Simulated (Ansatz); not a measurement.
The starting structures come from a database of crystals and need not be the phases stable at ambient conditions.

 Where the default PAW files enter, the runs use the earlier of Ansatz's two default sets.

The decay constant κ of evanescent states in the gap governs leakage through a thin film.

```
AlInSb2
1.0
    4.50617     0.00000     0.00000
    0.00000     6.34882     0.00000
    0.00000     0.00000     4.50617
Al In Sb
1 1 2
Direct
  0.00000   0.00000   0.00000
  0.50000   0.50000   0.50000
  0.50000   0.76663   0.00000
  0.00000   0.23337   0.50000
```

Space group of this cell: P-4m2. The cell is taken as given; by LDA its mean pressure is -2.0 GPa.

Transport runs along the normal of the first two printed cell vectors, the (100) plane of the conventional cell.

No gap correction and no spin-orbit coupling; mid-gap values are interpolated between computed energies.

**Question.** Estimate the band gap and the smallest decay constant κ at mid-gap that Ansatz (a program for electronic structure) with LDA returns for this system.

**Answer.** Gap 0.26 eV on a 8×6×8 mesh; κ = 0.017 1/Å, at the zone centre.
